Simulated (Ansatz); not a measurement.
**What pressure −2 GPa does to Re**

Take Re in the hcp (Mg type) structure (space group P6_3/mmc, No. 194; a = 2.751 Å, c = 4.441 Å) as the base.

Now apply this change: a negative pressure, −2 GPa.

Method: Ansatz (a program for electronic structure), PBEsol, PAW, cutoff 420 eV, without spin-orbit coupling. Settings: 19×19×11 k-points, 0.05 eV Fermi–Dirac smearing.

The volume per atom grows by 0.08 Å³ to 14.63 Å³ and the density shrinks by 0.11 g/cm³ to 21.14 g/cm³. The lattice parameter a increases by 0.005 Å (2.751 Å → 2.756 Å) and the c/a ratio is still 1.615. The enthalpy H = E + PV relative to the base's energy amounts to -0.18 eV/atom and the band gap is still zero.

Final structure:

```
CELL_PARAMETERS angstrom
      2.75561     0.00000     0.00000
     -1.37780     2.38643     0.00000
      0.00000     0.00000     4.44908
ATOMIC_POSITIONS crystal
  Re 0.66667 0.33333 0.75000
  Re 0.33333 0.66667 0.25000
```

Load acts through the strain it causes; cell and atoms are relaxed under it. No phonon test of stability was made. The final runs are not spin-polarised.
